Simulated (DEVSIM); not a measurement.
System: Cr/Si3N4/p-Si capacitor, at 300 K.

| layer (left to right) | material | thickness (nm) | Na (cm⁻³) |
|---|---|---|---|
| 1 | Si3N4 | 4.60 | - |
| 2 | Si | 8700 | 4.4e15 |

Metal gate on the left, work function 4.5 eV. Fixed charge at the semiconductor interface -2e10 cm⁻² (in units of +e); interface traps 2.4e11 cm⁻² eV⁻¹, uniform in energy, neutral level at 0.3 of the gap above the valence band.

This is a model device: material constants are rounded textbook-type values typed into the input, and sizes, dopings and lifetimes were drawn at random. Values at 300 K.

```
parameter      Si3N4       Si
-------------  -----  -------
gap (eV)         5.1    1.124
affinity (eV)    2.1     4.05
permittivity     7.5     11.7
Nc (cm⁻³)          -  2.86e19
Nv (cm⁻³)          -   3.1e19
```

Simulated with DEVSIM: 1D Poisson equation in equilibrium, Boltzmann statistics, complete ionisation; no quantum confinement or tunnelling. Metal contacts follow the ideal Schottky-Mott rule: no Fermi-level pinning, no interface dipoles.

The interface trap density was swept, all else fixed.

| interface trap density (cm^-2 eV^-1) | threshold voltage (band bending 2φF) (V) | minimum of the low-frequency capacitance (μF/cm²) | flat-band voltage (V) |
|---|---|---|---|
| 0 | 0.25 | 0.0267 | -0.44 |
| 1e10 | 0.25 | 0.0282 | -0.44 |
| 1e11 | 0.25 | 0.0420 | -0.44 |
| 2.4e11 | 0.26 | 0.0630 | -0.45 |
| 3e11 | 0.27 | 0.0717 | -0.45 |
| 1e12 | 0.31 | 0.165 | -0.45 |
| 2e12 | 0.37 | 0.280 | -0.47 |

From the first row to the last the threshold voltage (band bending 2φF) goes from 0.25 to 0.37. From the first row to the last the minimum of the low-frequency capacitance goes from 0.0267 to 0.280.
